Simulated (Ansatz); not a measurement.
What Cu on a N site (antisite), symmetric start does to Cu3N

Consider a 24-atom supercell of Cu3N (space group Pm-3m, No. 221; a = 3.7649 Å) at its relaxed geometry.

It is then changed as follows: one N atom is replaced by Cu, atoms relaxed at fixed cell.

Method: PBEsol/PAW in Ansatz (a quantum-chemistry and plane-wave program), no spin-orbit coupling. Settings: 6×5×6 k-points, 0.05 eV Fermi–Dirac smearing.

```json
{
  "pressure": "9.4 GPa (base 0.0 GPa)",
  "energy_gained_by_relaxation": "4.78 eV",
  "mean_distance_from_the_defect_site_to_its_nearest_host_atoms": "4.01 bohr (base 3.56 bohr)"
}
```

The cell is small, so the values are those of an ordered compound at a high defect concentration; dilute-limit values will differ. The defect started on the symmetric site and kept its symmetry, so it may sit on a saddle. The final runs are not spin-polarised. The defect cell is not spin-polarised.
